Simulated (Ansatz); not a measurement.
The starting structures come from a database of crystals and need not be the phases stable at ambient conditions.

 Where the default PAW files enter, the runs use the earlier of Ansatz's two default sets.

Evanescent states of RbCaH₃ (Pm-3m, cubic perovskite, not sure to be the ambient phase, 5 atoms a cell, 18.5 Å³ an atom) along the normal of (111)

Computed with r2SCAN (plane waves, PAW; Ansatz, a first-principles code).

The gap is the functional's own. No spin-orbit coupling. Mid-gap values are interpolated on the energy grid.

Energies count from the valence-band top; κ is the least over a 6×6 mesh across the current.

| E (eV) | κ (1/Å) | where |
|---|---|---|
| 0.09 | 0.147 | off Γ |
| 0.27 | 0.232 | off Γ |
| 0.45 | 0.278 | off Γ |
| 0.63 | 0.309 | off Γ |
| 0.81 | 0.331 | off Γ |
| 0.99 | 0.347 | off Γ |
| 1.17 | 0.358 | off Γ |
| 1.35 | 0.364 | off Γ |
| 1.53 | 0.368 | off Γ |
| 1.71 | 0.368 | off Γ |
| 1.89 | 0.366 | off Γ |
| 2.07 | 0.361 | off Γ |
| 2.25 | 0.353 | off Γ |
| 2.43 | 0.342 | off Γ |
| 2.61 | 0.328 | off Γ |
| 2.79 | 0.310 | off Γ |
| 2.97 | 0.289 | off Γ |
| 3.15 | 0.261 | off Γ |
| 3.33 | 0.226 | off Γ |
| 3.51 | 0.179 | off Γ |
| 3.69 | 0.102 | off Γ |

How thick must the barrier be to attenuate the transmission by 10^6 when the electrodes' Fermi level lies at 0.09 eV, and what attenuation does that film give at 2.97 eV?

d = 6 ln 10 / (2 × 0.147) = 47.0 Å. At 2.97 eV it gives 6 × 0.289/0.147 = 11.8 decades.
